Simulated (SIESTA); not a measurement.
A self-consistent single point of BaGaSi (P-6m2, 3 atoms in the cell) with SIESTA.

Method: GGA PBEsol with spin-orbit coupling, numerical atomic orbitals DZP, PseudoDojo PBEsol fully relativistic norm-conserving potentials (rewritten from UPF to PSML) in SIESTA 5.4.2.

```
CELL_PARAMETERS angstrom
      4.28357     0.00000     0.00000
     -2.14178     3.70968     0.00000
      0.00000     0.00000     5.23811
ATOMIC_POSITIONS crystal
  Ba 0.00000 0.00000 0.00000
  Ga 0.33333 0.66667 0.50000
  Si 0.66667 0.33333 0.50000
```

Reference input (self-consistent single point, DFT, GGA PBEsol, numerical atomic orbitals DZP, PseudoDojo PBEsol standard norm-conserving potentials (rewritten from UPF to PSML)): XC.functional = GGA; XC.authors = PBEsol; potentials = PseudoDojo PBEsol standard; PAO.BasisSize = DZP; PAO.EnergyShift = 0.005 Ry; MeshCutoff = 400 Ry; kgrid.MonkhorstPack = 7 7 5; OccupationFunction = FD; ElectronicTemperature = 1160.45 K; MaxSCFIterations = 150; SCF.Mixer.Method = Pulay; SCF.Mixer.Weight = 0.25. This run's input differs from it in these lines:

```diff
@@ -1,2 +1,2 @@
-# files in the folder: Ba.psml Ga.psml Si.psml (PseudoDojo PBEsol standard)
+# files in the folder: Ba.psml Ga.psml Si.psml (PseudoDojo PBEsol fully relativistic)
 SystemName  BaGaSi
@@ -36,2 +36,8 @@
 ElectronicTemperature        1160.45 K
+Spin                         spin-orbit
+%block DM.InitSpin
+  1 0.00 0.00 0.00
+  2 0.00 0.00 0.00
+  3 0.00 0.00 0.00
+%endblock DM.InitSpin
```

Log, with long lists cut:

```
        iscf     Eharris(eV)        E_KS(eV)     FreeEng(eV)     dDmax    Ef(eV) dHmax(eV)
   scf:    1    -2942.729356    -2953.205745    -2953.252275  1.858501 -4.578979  2.582567
     spin moment: {S} , |S| = {   -0.00000    0.00000   -0.00000 }     0.00000
   scf:    2    -2953.833938    -2953.551307    -2953.590844  0.119785 -4.521209  1.446216
     spin moment: {S} , |S| = {   -0.00000    0.00000   -0.00000 }     0.00000
   scf:    3    -2953.708571    -2953.642133    -2953.677709  0.086505 -4.467878  0.498356
     spin moment: {S} , |S| = {   -0.00000    0.00000   -0.00000 }     0.00000
   [... lines left out ...]
     spin moment: {S} , |S| = {   -0.00000    0.00000    0.00000 }     0.00000
   scf:    8    -2953.649509    -2953.649540    -2953.686160  0.000192 -4.454627  0.001138
     spin moment: {S} , |S| = {   -0.00000    0.00000    0.00000 }     0.00000
   scf:    9    -2953.649554    -2953.649540    -2953.686160  0.000045 -4.454595  0.000023
     spin moment: {S} , |S| = {   -0.00000    0.00000   -0.00000 }     0.00000
   scf:   10    -2953.649540    -2953.649540    -2953.686160  0.000001 -4.454596  0.000018
     spin moment: {S} , |S| = {   -0.00000    0.00000    0.00000 }     0.00000
SCF Convergence by DM+H criterion
max |DM_out - DM_in|         :     0.0000014388
max |H_out - H_in|      (eV) :     0.0000176430
SCF cycle converged after 10 iterations

Using DM_out to compute the final energy and forces

siesta: E_KS(eV) =            -2953.6495

siesta: E_KS - E_eggbox =     -2953.6495

siesta: Atomic forces (eV/Ang):
     1    0.000012   -0.000007   -0.000000
     2    0.000189   -0.000111    0.000000
     3   -0.000202    0.000118    0.000000
   Tot   -0.000001   -0.000000    0.000000
   Max    0.000202
   Res    0.000107    sqrt( Sum f_i^2 / 3N )
   Max    0.000202    constrained

Stress tensor Voigt[x,y,z,yz,xz,xy] (kbar):      -22.31      -22.22        1.01       -0.00       -0.00        0.08
(Free)E + p*V (eV/cell)    -2952.9324
Target enthalpy (eV/cell)    -2953.6862

   [... lines left out ...]
siesta: FreeEng =     -2953.686160
   [... lines left out ...]
siesta:    -0.013928    0.000049    0.000000
siesta:     0.000049   -0.013871   -0.000000
siesta:    -0.000000   -0.000000    0.000633

siesta: Cell volume =         83.236967 Ang**3

siesta: Pressure (static):
siesta:                Solid            Molecule  Units
siesta:           0.00009862          0.00009865  Ry/Bohr**3
siesta:           0.00905528          0.00905752  eV/Ang**3
siesta:          14.50815474         14.51174971  kBar
```

The run converged in 10 iterations. Against the reference run the pressure goes from 1.58 to 1.45 GPa. The full log also holds: “initDM: WARNING: atom 1 has a closed-shell and cannot be polarized”.

The starting cell comes from a database of computed structures (which also holds hypothetical and non-ambient phases and stackings), without a prior relaxation at this level. Its lattice was rescaled by a random factor within 2.5 % of one. Values carry the incompleteness of an atom-centred basis.

Cost on one core of a shared machine: roughly 80 s.
